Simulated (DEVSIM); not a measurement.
Device: Si p+/n-/n+ power diode, at 300 K.

| layer (left to right) | material | thickness (μm) | Nd (cm⁻³) | Na (cm⁻³) | τn (s) | τp (s) |
|---|---|---|---|---|---|---|
| 1 | Si | 0.630 | - | 4.1e18 | 4.8e-6 | 4.8e-6 |
| 2 | Si | 6.30 | 1.4e14 | - | 4.8e-6 | 4.8e-6 |
| 3 | Si | 5.80 | 1.2e18 | - | 4.8e-6 | 4.8e-6 |

Left contact: ohmic. Right contact: ohmic. Voltage is applied to the left contact. Recombination: SRH at mid-gap, radiative, Auger. Gap narrowing is on: ΔEg = 6.92 meV × (l + √(l² + 0.5)), l = ln(N/1.3e17 cm⁻³), shared equally by both band edges. Mobility is μmin + (μ − μmin)/(1 + (N/Nref)^α).

The device is made up for the run: typed textbook-type constants, with dimensions and the other settings drawn at random. Values at 300 K.

```tsv
parameter	Si
gap (eV)	1.124
affinity (eV)	4.05
permittivity	11.7
Nc (cm⁻³)	2.86e19
Nv (cm⁻³)	3.1e19
μn (cm²/Vs)	1417
μp (cm²/Vs)	470
μn,min	52
μp,min	45
Nref,n	9.7e16
Nref,p	2.2e17
αn	0.68
αp	0.72
B (cm³/s)	4.7e-15
Cn (cm⁶/s)	2.8e-31
Cp (cm⁶/s)	9.9e-32
```

Simulated with DEVSIM: 1D drift-diffusion, Boltzmann statistics, complete ionisation; no tunnelling, impact ionisation, image-force lowering or self-heating.

The doping Na of layer 1 was swept, all else fixed.

| doping Na of layer 1 (cm^-3) | dark forward voltage at 1 A/cm² (V) | dark forward voltage at 100 A/cm² (V) | potential step across the device at zero bias (V) |
|---|---|---|---|
| 1.2e17 | 0.613 | 0.748 | 0.880 |
| 4.1e17 | 0.643 | 0.773 | 0.906 |
| 1.2e18 | 0.667 | 0.794 | 0.926 |
| 4.1e18 | … | … | 0.950 |
| 1.2e19 | 0.710 | 0.834 | 0.970 |

Task: What belongs in the gaps?

Result: 
- 4.1e18, dark forward voltage at 1 A/cm² (V): 0.693
- 4.1e18, dark forward voltage at 100 A/cm² (V): 0.818
